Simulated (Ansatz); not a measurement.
**Thermal expansion of AlRu (CsCl type, Pm-3m)**

Method: quasi-harmonic approximation, PBE in Ansatz (a first-principles code); phonon mesh 3×3×3, k mesh 12×12×12. The cell was generated from a structure type, relaxed within its symmetry, and need not be the phase found at ambient conditions.

```
T (K)  α_L (10⁻⁶/K)  C_P (J/mol/K)  bulk modulus B_T (GPa)     γ
-----  ------------  -------------  ----------------------  ----
100             4.4           23.8                     200  1.85
200             7.8           40.6                     198  1.88
300             9.0           46.7                     195  1.89
400             9.7           49.6                     192  1.90
500            10.1           51.4                     189  1.91
600            10.5           52.7                     186  1.91
700            10.8           53.9                     183  1.92
800            11.1           54.9                     180  1.93
900            11.5           55.8                     176  1.93
1000           11.8           56.8                     173  1.94
```

| Property | Result |
|---|---|
| conventional lattice constants at 300 K | a = 3.013 Å |
| entropy at 300 K | 54.0 J/(mol K) |
| adiabatic bulk modulus at 300 K | 198 GPa |
| bulk modulus without vibrations | 204 GPa |
| zero-point volume expansion | 0.48 % |

Values include zero-point motion; explicit anharmonicity at fixed volume is left out.

The crystal is held in this phase throughout; melting and phase transitions are not modelled.
